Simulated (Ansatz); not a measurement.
An Ansatz (a program for electronic structure) input (PBEsol (Ansatz; PAW; 420 eV plane waves; scalar-relativistic without spin-orbit coupling), earlier PAW set):

Ansatz 0.2 input:
```yaml
crystal:
  lattice:
    - [3.1136118318, 0, 0]
    - [-1.5568059159, 2.6964669439, 0]
    - [0, 0, 4.9831921951]
  atoms:
    - { symbol: Al, position: [0.3333333333, 0.6666666667, 0.9964050342] }
    - { symbol: Al, position: [0.6666666667, 0.3333333333, 0.4964050342] }
    - { symbol: N, position: [0.3333333333, 0.6666666667, 0.3783949658] }
    - { symbol: N, position: [0.6666666667, 0.3333333333, 0.8783949658] }
basis: { ecutwfc: 420, ecutrho_ratio: 4, xc_grid: 2, fft_grid_basis: typed }
kpoints: { mp_grid: { grid: [22, 22, 12] } }
hamiltonian:
  xc: pbesol
  dispersion: none
  pseudopotentials: { azcp: { folder: ./paw }, kind: paw }
total_charge: -0.418376
scf: { occupations: { method: fermi_dirac, width: 0.0259 }, convergence: { dr2_threshold: 0.0000000004 } }
relax: { f_tol: 0.005, max_steps: 30 }
output: { forces: true, stress: true }
checkpoint: { write: state.ck, write_every: 1000 }
```

Question: Which symmetry and how many k-points will the program report, and about how many plane waves at Γ?

Answer: Space group P63mc (ITA 186) with 12 operations, k-points 364 of 5808, and 809 plane waves at Γ.

Charged cell with a jellium background: band edges are those of the host's band count, energies are not comparable with the neutral cell, and many-body gap narrowing is missing. Whether these cells are dynamically stable was not tested. The cell was made from AlN in the wurtzite structure (space group P6_3mc, No. 186) by this change: electrons 1.0×10^22 cm⁻³.
